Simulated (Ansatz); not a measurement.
Input and output of a relaxation of cell and atoms for SrNi2As2 (I4/mmm, 5 atoms in the cell) (Ansatz, an electronic-structure program).

Method: LDA (PW92), default PAW files made with PBE (plane waves; Ansatz).

The change in words: atoms on their sites; basis.ecutwfc: 420 eV → 355 eV; relax: default → cell and atoms. Reference geometry:
```xyz
5
Lattice="-2.0468 2.0468 5.5231 2.0468 -2.0468 5.5231 2.0468 2.0468 -5.5231" Properties=species:S:1:pos:R:3 pbc="T T T"
Sr     0.0000     0.0000     0.0500
Ni     0.0000     2.0468     2.7615
Ni     2.0468     0.0000     2.7615
As     0.0000     0.0000     7.1278
As     0.0000     0.0000     3.9184
```

Reference input (self-consistent single point, DFT, LDA (PW92), plane waves, default PAW files made with PBE): basis.ecutwfc = 420 eV; kpoints.mp_grid.grid = 6 6 6; hamiltonian.xc = lda; hamiltonian.pseudopotentials = {kind: paw} (the program's default PAW files); scf.occupations.method = fermi_dirac; scf.occupations.width = 0.1 eV. This run's input differs from it in these lines:

Ansatz 0.2 input:
```diff
@@ -6,3 +6,3 @@
   atoms:
-    - { symbol: Sr, position_ang: [0.00000000, -0.00000000, 0.04999490] }
+    - { symbol: Sr, position_ang: [0.00000000, 0.00000000, 0.00000000] }
     - { symbol: Ni, position_ang: [0.00000000, 2.04681300, 2.76153900] }
@@ -12,3 +12,3 @@
 basis:
-  ecutwfc: 420.0
+  ecutwfc: 355.0
 kpoints:
@@ -24,2 +24,4 @@
     width: 0.1
+relax:
+  cell: {}
 output:
```

The program printed (abridged):

```
   [... SCF lines of the steps left out ...]
relax step   1: F+E_penalty+E_count = -24541.91098834 eV  Δ(F+E_penalty+E_count) = +0.000e0 eV  max|allowed force component| = 2.106e-1 eV/Å  Δτ_max = 0.0000 Å  P = -6.435 GPa  Ω = 92.554 Å³  (8 SCF iters, dr2 threshold 1.00e-7 eV, accepted)
relax step   2: F+E_penalty+E_count = -24542.11713961 eV  Δ(F+E_penalty+E_count) = -2.062e-1 eV  max|allowed force component| = 1.266e-1 eV/Å  Δτ_max = 0.0821 Å  P = +0.187 GPa  Ω = 84.390 Å³  energy of the carried Pulay correction = +5.672e-2 eV  [...]
   [... lines left out ...]
relax step  12: F+E_penalty+E_count = -24542.10792439 eV  Δ(F+E_penalty+E_count) = -9.728e-4 eV  max|allowed force component| = 1.657e-4 eV/Å  Δτ_max = 0.0014 Å  P = -0.008 GPa  Ω = 82.979 Å³  energy of the carried Pulay correction = +8.461e-4 eV  [...]
relax step  13: F+E_penalty+E_count = -24542.10700031 eV  Δ(F+E_penalty+E_count) = +9.241e-4 eV  max|allowed force component| = 1.049e-4 eV/Å  Δτ_max = 0.0000 Å  P = -0.015 GPa  Ω = 82.979 Å³  stress off target by 4.48e-2 GPa  SCF on the basis [...]
basis re-selected at this cell: Δ(F+E_penalty+E_count) = +9.241e-4 eV, ΔP = -0.008 GPa vs the last step
the relaxation is at rest under the 16 symmetry operations that the run kept from its start: a minimum is not shown …
Free energy (F): -24542.107000 eV
Internal energy: -24542.003876 eV  (E = F + TS)
E sigma→0 (E₀):  -24542.055438 eV
Entropy (-TS):   -0.103124 eV (-20.625 meV/atom)
Fermi energy:    13.921746 eV
--- Forces (eV/Å), atoms counted from 1 ---
  atom   1  Sr     0.00000000     0.00000000    -0.00000000
   [... lines left out ...]
  cell:  # Å, volume = 82.9787 Å³
   [... lines left out ...]
  atoms:
    - { symbol: Sr, position: [9.422590859535969e-20, 9.422590859535975e-20, -3.616741355335558e-35] }
    - { symbol: Ni, position: [0.75, 0.25, 0.5] }
    - { symbol: Ni, position: [0.25, 0.75, 0.5] }
    - { symbol: As, position: [0.6372737715774646, 0.6372737715774646, -9.71314442769162e-35] }
    - { symbol: As, position: [0.3627262284225355, 0.3627262284225355, -4.985525061279377e-35] }
```

The run converged.  The full log also holds: “iter 4 did not close the SCF: its close was put off for the readings that it lacked (scf_convergence_deferred on its scf_iter line)”. The full log also holds: “iter 5 did not close the SCF: its close was put off for the readings that it lacked (scf_convergence_deferred on its scf_iter line)”.

Summary of the result:
| Quantity | Result |
|---|---|
| Free energy E − TS (on the zero of these files) | -24542.1070 eV |
| Fermi level (on the code's own zero) | 13.92 eV |
| Pressure | -0.02 GPa |
| Final cell | a = 5.7878 Å, b = 5.7878 Å, c = 5.7878 Å, α = 138.89°, β = 138.89°, γ = 59.54° |
| Final volume per atom | 16.60 Å³ |
| Relaxation steps | 13 |

The starting cell comes from a database of computed structures (which also holds hypothetical and non-ambient phases and stackings), without a prior relaxation at this level. Its lattice was rescaled by up to half a per cent. Spin polarisation is off, so a magnetic state, if there is one, cannot be reached. The relaxation keeps the symmetry of its start, so its end need not be a minimum. Ansatz's pressure includes its estimate of the finite-basis (Pulay) stress. Without the estimate this run gives -1.21 GPa. The cutoff lies below the one recommended for these files.

Cost on one core of a shared machine: roughly 70 s.
